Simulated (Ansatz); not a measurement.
## Response to strain in AlRu

Start from AlRu in the CsCl type structure (space group Pm-3m, No. 221; relaxed with 0.1 eV smearing).

```xyz
2
Lattice="2.9545 0.0000 0.0000 0.0000 2.9545 0.0000 0.0000 0.0000 2.9545" Properties=species:S:1:pos:R:3 pbc="T T T"
Al     1.4773     1.4773     1.4773
Ru     0.0000     0.0000     0.0000
```

Cartesian axes are those of the cell as printed.

Strains are applied to the cell and any free atomic positions relax; under biaxial strain the out-of-plane vector relaxes too.

Computed with Ansatz (a first-principles code), LDA, PAW, cutoff 420 eV, no spin-orbit coupling.

| biaxial strain, plane normal [111], relaxed out of plane (%) | out-of-plane strain (%) |
|---|---|
| 0 | 0.00 |
| 0.42 | -0.27 |
| 0.83 | ? |
| 1.25 | -0.77 |
| 1.67 | -1.01 |
| 2.08 | -1.23 |
| 2.5 | -1.45 |

### Question
Fit ε⊥ = −νε + γε² (strains in %) to the rows shown and predict the withheld row.

### Answer
Least squares on the printed values gives ν = 0.65 (the biaxial Poisson response) and γ = 0.029 (largest residual 0.00 %); this predicts -0.52 %, and the run gives -0.52 %, in agreement.

Stability against distortions was not tested. All final runs are without spin polarisation.
